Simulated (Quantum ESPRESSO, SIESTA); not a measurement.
A SIESTA input for a self-consistent single point of Ga₂Cu (P1, 3 atoms in the cell) (DFT, LDA PW92, numerical atomic orbitals DZP, PseudoDojo LDA standard norm-conserving potentials (rewritten from UPF to PSML)):

```
# files in the folder: Ga.psml Cu.psml (PseudoDojo LDA standard)
SystemName  Ga2Cu
SystemLabel ga2cu

NumberOfAtoms                3
NumberOfSpecies              2
%block ChemicalSpeciesLabel
  1 31 Ga
  2 29 Cu
%endblock ChemicalSpeciesLabel
LatticeConstant              2.799440 Ang
%block LatticeVectors
     1.000000000    0.000000000    0.000000000
     0.000000000    1.000000000    0.000000000
     0.000000000    0.000000000    2.073036036
%endblock LatticeVectors
AtomicCoordinatesFormat      Bohr
%block AtomicCoordinatesAndAtomicSpecies
     2.535311032    2.701692323    3.054002112  1
     2.643050734    2.665861968    7.910933520  1
     0.111818427   -0.077379388    0.001787576  2
%endblock AtomicCoordinatesAndAtomicSpecies

XC.functional                LDA
XC.authors                   PW92
PAO.BasisSize                DZP
PAO.EnergyShift              0.005 Ry
MeshCutoff                   400 Ry
%block kgrid.MonkhorstPack
    8   0   0  0.0
    0   8   0  0.0
    0   0   4  0.0
%endblock kgrid.MonkhorstPack
OccupationFunction           MP
OccupationMPOrder            0
ElectronicTemperature        1578.21 K

MaxSCFIterations             150
SCF.Mixer.Method             Pulay
SCF.Mixer.Weight             0.2
SCF.Mixer.History            6
SCF.DM.Tolerance             1.0E-05
Diag.ParallelOverK           true
WriteForces                  true
```

Write the same calculation as an input for Quantum ESPRESSO.

This is the input that was run; spellings and numerical settings could be chosen otherwise.

```fortran
&control
 calculation = 'scf'
 outdir = './out'
 pseudo_dir = './'
 verbosity = 'high'
 tprnfor = .true.
 tstress = .true.
/
&system
 ibrav = 0
 nat = 3
 ntyp = 2
 ecutwfc = 70
 ecutrho = 420
 occupations = 'smearing'
 smearing = 'gauss'
 degauss = 0.0099958
/
&electrons
 conv_thr = 1.0e-11
 mixing_beta = 0.5
/
ATOMIC_SPECIES
Ga    69.7230  Ga.pz-dn-rrkjus_psl.1.0.0.UPF
Cu    63.5460  Cu.pz-dn-rrkjus_psl.1.0.0.UPF
ATOMIC_POSITIONS angstrom
Ga    1.34162882    1.42967401    1.61610832
Ga    1.39864222    1.41071340    4.18628574
Cu    0.05917176   -0.04094741    0.00094594
K_POINTS automatic
8 8 4  0 0 0
CELL_PARAMETERS angstrom
   2.79944000     0.00000000     0.00000000
   0.00000000     2.79944000     0.00000000
   0.00000000     0.00000000     5.80334000
```

Basis, cutoffs, solver keys and any potentials are the target program's own. This input uses DFT, LDA (PZ), plane waves, PSlibrary ultrasoft (LDA) pseudopotentials. LDA parametrisations can differ slightly between programs.

The starting cell comes from a database of computed structures (which also holds hypothetical and non-ambient phases and stackings), without a prior relaxation at this level. For this run, on top of that: atoms moved at random.
